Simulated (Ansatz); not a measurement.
Input and output of a self-consistent single point for C (Fd-3m, 2 atoms in the cell) (Ansatz, an electronic-structure program)

Method: PBE (plane waves, PAW; Ansatz).

Input as run:

Ansatz 0.2 input:
```yaml
# C
crystal:
  lattice:
    - [0.000000, 1.755450, 1.755450]
    - [1.755450, 0.000000, 1.755450]
    - [1.755450, 1.755450, 0.000000]
  atoms:
    - { symbol: C, position: [0.500000, 0.500000, 0.500000] }
    - { symbol: C, position: [0.750000, 0.750000, 0.750000] }
kpoints:
  mp_grid: { grid: [13, 13, 13] }
hamiltonian:
  xc: pbe
  pseudopotentials: { kind: paw }
scf:
  occupations: { method: fermi_dirac, width: 0.05 }
output:
  forces: true
  eigenvalues: true
  stress: true
```

The program printed (abridged):

```
WARN basis.ecutwfc = 420 eV, the default
WARN ansatz: RAYON_NUM_THREADS=1 ignored (pool sized by the plan → 1); use --threads N
Pseudopotentials: kind: paw
Pseudopotential: C, paw, valence charge 4
Crystal: 2 atoms, lattice volume = 10.819 Å³
Basis set: ecut = 420 eV, 181 PW (Γ), exchange–correlation on 36×36×36 points (8 copies of the dense FFT grid, shifted against one another)
Bands: 8, of which v1, the nominal top of the filled ones, is band 4 counted from 1 (3 counted from 0)
Symmetry: 48 space group operations
Space group: Fd-3m (ITA 227), of the structure as read, at distance tolerance 2.2e-5 Å
k-points: 84 of 2197
Initial density: superposition of atomic densities (neutral atoms: chi_scale 0, normalization atom), corrected by the library's trained network
Initial wavefunctions: pseudopotential atomic-orbital guess
Eigensolver: davidson
Functional: x = pbe(κ = 0.804, μ = 0.2195149727645171), c = pbe(β = 0.06672455060314922)
SCF iter   1: F=—  HF=-501.573684 eV  |F-HF|=—  |Δ(HF+E_count)|=         —  Δρ=2.33e-3  dr2=1.51e-4  ethr=1.77e-3  ⟨swp⟩=4.6  Hψ=4334  notcnv=0
all-band conjugate gradients solve this SCF's bands
preconditioner: auto → none
SCF iter   2: F=—  HF=-501.573862 eV  |F-HF|=—  |Δ(HF+E_count)|=   1.77e-4  Δρ=1.07e-3  dr2=2.39e-5  ethr=1.89e-6  ⟨swp⟩=2.3  Hψ=1638  notcnv=0
SCF iter   3: F=—  HF=-501.573939 eV  |F-HF|=—  |Δ(HF+E_count)|=   7.71e-5  Δρ=1.53e-4  dr2=6.03e-7  ethr=2.99e-7  ⟨swp⟩=2.7  Hψ=998  notcnv=0
iter 4 did not close the SCF: its close was put off for the readings that it lacked (scf_convergence_deferred on its scf_iter line)
SCF iter   4: F=-501.573940 eV  HF=-501.573940 eV  |F-HF|=9.10e-9  |Δ(HF+E_count)|=   1.35e-6  Δρ=1.13e-5  dr2=5.58e-9  ethr=7.54e-9  ⟨swp⟩=2.4  Hψ=978  notcnv=0
iter 5 did not close the SCF: its close was put off for the readings that it lacked (scf_convergence_deferred on its scf_iter line)
SCF iter   5: F=-501.573940 eV  HF=-501.573940 eV  |F-HF|=6.65e-12  |Δ(HF+E_count)|=   1.03e-8  Δρ=8.60e-7  dr2=2.95e-11  ethr=6.97e-11  ⟨swp⟩=2.1  Hψ=1003  notcnv=0
SCF iter   6: F=-501.573940 eV  HF=-501.573940 eV  |F-HF|=3.98e-13  |Δ(HF+E_count)|=  3.52e-12  Δρ=1.69e-7  dr2=1.24e-12  ethr=1.00e-12  ⟨swp⟩=1.0  Hψ=1681  notcnv=0
SCF 1 converged in 6 iterations: F = -501.573940 eV  dr2 = 1.24e-12
SCF converged after 6 iterations
Free energy (F): -501.573940 eV
Harris-Foulkes:  -501.573940 eV  (|F-HF|=3.98e-13)
Internal energy: -501.573940 eV  (E = F + TS)
E sigma→0 (E₀):  -501.573940 eV
Fermi energy:    16.292731 eV
--- Per-component energies (eV) ---
  E_band       = 39.292975
  E_kinetic    = 187.865530
  E_local      = -118.956043  (includes V_loc(G=0)·N_el)
  E_nonlocal   = 53.924182
  E_hartree    = 26.115432
  E_xc         = -98.289772
  E_vxc        = -122.084139  (∫ρ·V_xc dr)
  E_paw        = -198.737680  (= ΣΔE_a)
  E_vpaw       = -13.687425  (= ΣTr[D̂ρ^β])
  E_aug_tail   = 0.000014  (compensation charges beyond the density's cutoff)
  E_ewald      = -353.495603
  E_smearing   = -0.000000  (= −TS)
  E_closure    = -0.000000  (closes the sum)
  Σ components = -501.573940   (vs F -501.573940, Δ=0.00e0)
--- Forces (eV/Å), atoms counted from 1 ---
  atom   1  C     -0.00000000     0.00000000    -0.00000000
  atom   2  C      0.00000000    -0.00000000     0.00000000
  max |Σ_I F_I| component: 3.70e-17 eV/Å
--- Stress (GPa, compression-positive) ---
       24.467230      -0.000000      -0.000000
        0.000000      24.467230       0.000000
       -0.000000      -0.000000      24.467230
  P = ⅓ Tr σ = 24.4672 GPa (244.672 kbar)
  The stress holds the Pulay correction. Without it, at fixed plane waves, as pw.x and ABINIT print it: P = 23.4390 GPa
--- Band table (eV; the first three rows and the last of 84) ---
  k-point 0: bands = ["-7.9392", "14.1880", "14.1880", "14.1880", "19.9144", "19.9144", "19.9144", "28.5605"]
  k-point 1: bands = ["-7.7701", "13.0794", "13.8933", "13.8933", "20.2983", "20.2983", "20.5897", "28.6719"]
  k-point 2: bands = ["-7.2642", "10.7299", "13.2313", "13.2313", "21.1633", "21.1633", "21.7182", "28.9888"]
  k-point 83: bands = ["1.1075", "2.6029", "5.1139", "6.1305", "24.5687", "24.7510", "26.8832", "28.1519"]
```

The run converged in 6 iterations.

The starting cell comes from a database of computed structures (which also holds hypothetical and non-ambient phases and stackings), without a prior relaxation at this level. Its lattice was rescaled by a random factor within 2.5 % of one. With a pressure of about 24 GPa the cell is away from its equilibrium volume at this level. Ansatz's pressure includes its estimate of the finite-basis (Pulay) stress. Without the estimate this run gives 23.44 GPa.
